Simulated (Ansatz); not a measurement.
BN: response to strain

The reference is BN (space group P6_3/mmc, No. 194; a = 2.500 Å, c = 6.412 Å; layered, stacked along the Cartesian z axis).

Strains are applied to the cell and any free atomic positions relax.

The values are results of PBEsol-D3(BJ) in Ansatz (plane waves to 420 eV, PAW, no spin-orbit coupling), not measurements.

Candidates:
(a) isotropic strain −2.40 %
(b) isotropic strain −3.00 %
(c) isotropic strain −1.20 %
(d) isotropic strain −0.60 %

For the base:

| Quantity | Value |
|---|---|
| Smallest direct gap | 4.49 eV |

**Question.** Order them by smallest direct gap, lowest first.

**Answer.** (d) isotropic strain −0.60 % (4.51 eV), (c) isotropic strain −1.20 % (4.53 eV), (a) isotropic strain −2.40 % (4.58 eV), (b) isotropic strain −3.00 % (4.60 eV)

Gaps are read on the SCF mesh and a high-symmetry path. Stability against distortions was not tested.

Ansatz is a first-principles code.
